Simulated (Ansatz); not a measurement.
The reference is Os in the hcp (Mg type) structure (space group P6_3/mmc, No. 194; a = 2.754 Å, c = 4.348 Å; relaxed with 0.1 eV smearing).

The values are results of PBE/PAW in Ansatz (an electronic-structure program), no spin-orbit coupling, earlier PAW set, not measurements.

Before the change:

* **Pressure**: 0.0 GPa
* **Band gap**: zero

Now apply this change: every lattice vector is shortened by 1.52 %; the atoms relax in the strained cell.

What happens to the energy relative to the base, pressure and band gap?

The energy goes up by 39 meV/atom; the pressure (mean of the normal stresses, compression positive) goes from zero to 20.4 GPa; the band gap stays zero.

No phonon test of stability was made. The final runs are not spin-polarised.
